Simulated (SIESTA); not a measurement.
Several settings converged on a (001) slab of La2PBr2 (cut from a parent of space group no. 164; 5 atoms in the cell)

```xyz
5
Lattice="4.2482 0.0000 0.0000 -2.1241 3.6791 0.0000 0.0000 0.0000 20.9767" Properties=species:S:1:pos:R:3 pbc="T T T"
La     0.0000     2.4527     8.8573
La     2.1241     1.2263    12.1195
P      0.0000     0.0000    10.4884
Br     2.1241     1.2263     7.0000
Br     0.0000     2.4527    13.9767
```

Base method: GGA PBEsol, numerical atomic orbitals DZP, PseudoDojo PBEsol standard norm-conserving potentials (rewritten from UPF to PSML) (SIESTA).

Base settings: XC.functional = GGA; XC.authors = PBEsol; potentials = PseudoDojo PBEsol standard; PAO.BasisSize = DZP; PAO.EnergyShift = 0.01 Ry; MeshCutoff = 300 Ry; kgrid.MonkhorstPack = 8 8 1; OccupationFunction = MP; OccupationMPOrder = 0; ElectronicTemperature = 1160.45 K.

Core times come from one kind of shared machine, to one figure; runs under 30 s give none.

**The vacuum**

The mesh stays at the base's, so the ladder's end is converged at best in this setting alone.

Only quantities that move along the ladder and can be compared are tabulated; forces are left out, as grid noise moves with the cell.

| vacuum between outermost atoms (Å) | free energy less the last step's (meV/atom) |
|---|---|
| 3.0 | -48.98 |
| 4.0 | -9.84 |
| 5.0 | 0.34 |
| 6.0 | -0.01 |
| 7.0 | -0.01 |
| 8.0 | -0.01 |
| 10.0 | -0.02 |
| 12.0 | -0.01 |
| 14.0 | 0.00 |
| 17.0 | -0.01 |
| 20.0 | -0.01 |
| 25.0 | -0.01 |
| 30.0 | 0.00 |

Smallest vacuum between outermost atoms (Å) that holds the free energy within 1 meV/atom of the last step, with all finer ones: 5.0; the step before is off by 9.8 meV/atom.

**The k-point mesh**

Only quantities that move along the ladder and can be compared are tabulated.

| kgrid.MonkhorstPack | free energy less the last step's (meV/atom) | largest difference of a force vector from the last step's (eV/Å) | core time / last (rough) |
|---|---|---|---|
| 2 2 1 | 26.87 | 0.226 | 0.4 |
| 3 3 1 | -17.86 | 0.009 | 0.5 |
| 4 4 1 | -9.63 | 0.055 | 0.8 |
| 5 5 1 | 10.36 | 0.064 | 0.7 |
| 6 6 1 | 8.26 | 0.023 | 0.8 |
| 7 7 1 | 2.15 | 0.012 | 0.6 |
| 8 8 1 | -0.52 | 0.003 | 0.5 |
| 9 9 1 | -1.08 | 0.003 | 0.7 |
| 11 11 1 | 1.60 | 0.001 | 0.6 |
| 12 12 1 | 0.52 | 0.004 | 0.7 |
| 14 14 1 | -0.48 | 0.000 | 0.6 |
| 17 17 1 | 0.23 | 0.001 | 0.6 |
| 20 20 1 | -0.23 | 0.000 | 1.0 |
| 23 23 1 | 0.00 | 0.000 | 1 |

Coarsest kgrid.MonkhorstPack that holds the forces within 0.005 eV/Å of the last step, with all finer ones: 8 8 1; the step before is off by 0.012 eV/Å.

Coarsest kgrid.MonkhorstPack that holds the free energy within 5 meV/atom of the last step, with all finer ones: 7 7 1; the step before is off by 8.3 meV/atom.

On the base run: the starting cell comes from a database of computed structures (which also holds hypothetical and non-ambient phases and stackings), without a prior relaxation at this level. The slab is cut from that crystal, and its faces are unrelaxed. Its lattice was rescaled by up to half a per cent. Spin polarisation is off, though cut faces can carry moments; the slab shows no gap. Values carry the incompleteness of an atom-centred basis.

Left out of this page: 1 run of the series outside the window shown, repeating another row's setting, or not comparable.
